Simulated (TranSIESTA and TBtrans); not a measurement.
Run with TranSIESTA and TBtrans (open boundaries, self-consistent; PseudoDojo norm-conserving potentials, scalar-relativistic): PAO.BasisSize DZP, PAO.EnergyShift 0.15 eV, XC.Authors PBE, Mesh.Cutoff 200 Ry, ElectronicTemperature 300 K, TS.Voltage 0.0 eV, TBT.Elecs.Eta 0.001 eV, no spin polarisation.

System: Ag chain with one bond stretched by 2.0 Å. Leads: straight Ag chain, spacing 2.65 Å. Geometry: as built, not relaxed.

Question: Give the largest eigenchannel transmissions at the Fermi level (four at most) and the total.

Answer: 0.23; total 0.23. The straight chain is held at its spacing; free chains may zigzag or dimerise. No spin-polarised start was tried, so a magnetic state, if there is one, is missed.
